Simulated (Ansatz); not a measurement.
## Al in the fcc (Cu type) structure (space group Fm-3m, No. 225)

Space group Fm-3m (No. 225); a = b = c = 4.040 Å, α = β = γ = 90.00°

```json
[
 {"atom": "Al", "site": "4a", "symmetry": "m-3m", "x": "0.0000", "y": "0.0000", "z": "0.0000"}
]
```
(The calculation used a cell of 1 atom; values per cell refer to that cell.)

Method: plane-wave PAW DFT at the PBE level (Ansatz, a program for electronic structure, 420 eV), no spin-orbit coupling. k-mesh 20×20×20 (Γ-centred); smearing 0.05 eV (Fermi–Dirac).

* **Volume per atom**: 16.49 Å³
* **Density**: 2.72 g/cm³
* **Band gap**: zero
* **Total energy**: -537.502 eV/atom (σ→0; compares only within this code and set-up)

No phonon test of stability was made.
